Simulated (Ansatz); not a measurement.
The starting structures come from a database of crystals and need not be the phases stable at ambient conditions.

 Where the default PAW files enter, the runs use the earlier of Ansatz's two default sets.

Input:

```xyz
20
Lattice="5.1539 0.0000 0.0000 2.5766 4.8944 0.0000 -0.0028 -2.7150 8.5046" Properties=species:S:1:pos:R:3 pbc="T T T"
Li     5.1492     3.9134     1.2499
Li     2.5688     2.5543     5.5006
Li     5.1556     0.7953     3.3832
Li     2.5818    -0.5672     7.6299
Nb     5.1535     0.1540     0.0495
Nb     2.5740    -1.2025     4.3014
Nb     2.5754     1.9228     2.1744
Nb     5.1517     0.5643     6.4273
O      1.8960     0.1067     3.1011
O      1.6745     0.9393     0.4903
O      4.1591     0.5820     1.6116
O      6.0560     2.7082     2.6166
O      3.5704     2.3501     3.7372
O      4.4732    -1.2527     7.3522
O      3.2559     3.2315     0.9746
O      4.2493    -0.4195     4.7433
O      1.5813    -0.7756     5.8643
O      3.4776     1.3488     6.8695
O      6.1461     0.9930     7.9895
O      5.8293     1.8727     5.2253
```

Space group of this cell: P1. The cell is taken as given; by r2SCAN its mean pressure is -5.4 GPa.

Calculation: r2SCAN (plane waves, PAW; Ansatz, an electronic-structure program).

The current runs along the normal of the first two printed vectors; no spin-orbit coupling. Scaled by the factor s: all lengths (ions clamped). The meshes follow the cell: 8×8×4 and 8×6 across at s = 0.98, 8×8×4 and 8×6 across at s = 1.00, 8×6×4 and 8×6 across at s = 1.02.

```csv
s,mean pressure (GPa),band gap (eV)
0.98,8.4,4.14
1.00,-5.4,3.84
1.02,-15.8,?
```

**Question.** Take the slope of the band gap against ln s from the two given rows, extrapolate to s = 1.02, and say what the run there gives.

**Answer.** Slope = (4.14 − 3.84) / ln 0.98 = -14.8 eV. The line gives 3.84 + (-14.8) × ln 1.02 = 3.55 eV. The run gives 3.56 eV, 0.01 eV over the line, 5 % of the predicted step.
